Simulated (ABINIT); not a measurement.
Worked example: band-structure calculation of CdTe (F-43m, 2 atoms in the cell) in ABINIT.

Method of the run: PBE, PAW (JTH v2.0 PBE PAW) (plane waves; ABINIT).

This input was run:

```
# CdTe, JTH v2.0 PBE PAW
pp_dirpath "./"
pseudos "Cd.GGA_PBE-JTH.xml, Te.GGA_PBE-JTH.xml"
acell 3*1.0
rprim
         0.0000000000    6.1227126438    6.1227126438
         6.1227126438    0.0000000000    6.1227126438
         6.1227126438    6.1227126438    0.0000000000
natom 2
ntypat 2
znucl 48 52
typat 1 2
xred
         0.0000000000    0.0000000000    0.0000000000
         0.2500000000    0.2500000000    0.2500000000
ecut 20 Ha
pawecutdg 40 Ha
occopt 3
tsmear 0.05 eV
nband 14
kptopt 1
ngkpt 5 5 5
nshiftk 1
shiftk 0 0 0
nstep 60
tolvrs1 1.0e-11
ndtset 2
prtden1 1
getden2 1
iscf2 -2
kptopt2 -9
ndivsm2 4
kptbounds2
       0.00000000  0.00000000  0.00000000  # G
       0.50000000  0.00000000  0.50000000  # X
       0.50000000  0.25000000  0.75000000  # W
       0.37500000  0.37500000  0.75000000  # K
       0.00000000  0.00000000  0.00000000  # G
       0.50000000  0.50000000  0.50000000  # L
       0.62500000  0.25000000  0.62500000  # U
       0.50000000  0.25000000  0.75000000  # W
       0.50000000  0.50000000  0.50000000  # L
       0.37500000  0.37500000  0.75000000  # K
nband2 18
nbdbuf2 2
tolwfr2 1.0e-12
prtwf 0
```

Log, with long lists cut:

```
--- !BeginCycle
solver: {iscf: 17, nstep: 60, nline: 4, wfoptalg: 10, }
tolerances: {tolvrs: 1.00E-11, }
...

     iter   Etot(hartree)      deltaE(h)  residm     nres2
 ETOT  1  -55.828874359956    -5.583E+01 1.090E-01 2.385E+00
 ETOT  2  -55.904068864687    -7.519E-02 8.642E-02 4.145E-01
 ETOT  3  -55.903037386326     1.031E-03 9.570E-02 1.218E-01
 ETOT  4  -55.903372424437    -3.350E-04 4.467E-02 8.476E-02
 ETOT  5  -55.905026850882    -1.654E-03 1.110E-01 1.544E-02
   [... 7 lines left out ...]
 ETOT 13  -55.905034083746    -4.728E-10 1.183E-02 1.138E-09
 ETOT 14  -55.905034083809    -6.318E-11 2.957E-02 6.172E-11
 ETOT 15  -55.905034083806     2.757E-12 1.040E-02 1.799E-11
 ETOT 16  -55.905034083803     3.467E-12 1.396E-02 1.736E-12
 At SCF step   16       nres2   =  1.74E-12 < tolvrs=  1.00E-11 =>converged.

 Cartesian components of stress tensor (hartree/bohr^3)
  sigma(1 1)= -9.16293594E-05  sigma(3 2)=  0.00000000E+00
  sigma(2 2)= -9.16293594E-05  sigma(3 1)=  0.00000000E+00
  sigma(3 3)= -9.16293594E-05  sigma(2 1)=  0.00000000E+00

 ----iterations are completed or convergence reached----

   [... lines left out ...]
 Fermi (or HOMO) energy (hartree) =  -0.08302   Average Vxc (hartree)=  -0.30856
total_energy        : -5.59050335381490E+01
-Cartesian components of stress tensor (GPa)         [Pressure=  2.6958E+00 GPa]
 Unit cell volume ucvol=  4.5905173E+02 bohr^3
   [... lines left out ...]
 Non-SCF case, kpt   70 (  0.37500  0.37500  0.75000), residuals and eigenvalues=
  7.65E-13  9.94E-13  2.30E-13  6.94E-13  6.76E-13  5.29E-13  2.04E-13  4.81E-13
  3.82E-13  3.48E-13  3.23E-13  8.66E-13  9.42E-13  8.87E-13  9.92E-13  8.59E-13
  1.31E-05  6.17E-05
 -4.9033E-01 -3.9861E-01 -3.9769E-01 -3.9497E-01 -3.9263E-01 -3.7335E-01
 -2.5323E-01 -1.9225E-01 -1.5508E-01  8.2240E-03  6.8076E-02  1.7437E-01
  1.7922E-01  1.9188E-01  2.6558E-01  3.6338E-01  4.0403E-01  4.0797E-01

 scprqt:  WARNING -
  nstep=   60 was not enough non-SCF iterations to converge;
  maximum residual=  3.673E-08 exceeds tolwfr=  1.000E-12

 ----iterations are completed or convergence reached----

 reduced coordinates (array xred) for    2 atoms
       0.000000000000      0.000000000000      0.000000000000
       0.250000000000      0.250000000000      0.250000000000

 Calculation completed.
```

The run ended unconverged in one of its stages. 

The starting cell has typed, rounded lattice constants, without a prior relaxation at this level.

These are the values that this program gave, and no reference: the one-centre exchange-correlation terms come from a truncated expansion.
